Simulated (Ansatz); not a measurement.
Take CsSnI3 in the cubic perovskite structure (space group Pm-3m, No. 221) as the base.

```xyz
5
Lattice="6.1305 0.0000 0.0000 0.0000 6.1305 0.0000 0.0000 0.0000 6.1305" Properties=species:S:1:pos:R:3 pbc="T T T"
Cs     0.0000     0.0000     0.0000
Sn     3.0653     3.0653     3.0653
I      3.0653     0.0000     3.0653
I      0.0000     3.0653     3.0653
I      3.0653     3.0653     0.0000
```

Calculations: PBEsol (Ansatz, an electronic-structure program; PAW; 420 eV plane waves; no spin-orbit coupling).

Strains are applied to the cell and any free atomic positions relax.

One change was made to it. Results:

```tsv
quantity	base	after
energy relative to the base (free energy F)	0 meV/atom	+0.9 meV/atom
band gap	0.10 eV	zero
pressure	0.0 GPa	0.3 GPa
```

Question: What was done to the base?
A. isotropic strain −1.80 %
B. isotropic strain −0.60 %
C. isotropic strain −3.00 %
D. isotropic strain −2.40 %

Answer: B, isotropic strain −0.60 %. For comparison, the energy relative to the base in the other runs: isotropic strain −3.00 % gives +24 meV/atom; isotropic strain −2.40 % gives +15 meV/atom; isotropic strain −1.80 % gives +8.1 meV/atom.

With I present, leaving out spin-orbit coupling can change the band edges. Whether these cells are dynamically stable was not tested. The final runs are not spin-polarised. Many cubic perovskites are stable only at high temperature; tilts and polar distortions were not tested. Gaps under 0.05 eV, about the width of the smearing, are given as zero. The zero or small gap of CsSnI3 can change with the level of theory.
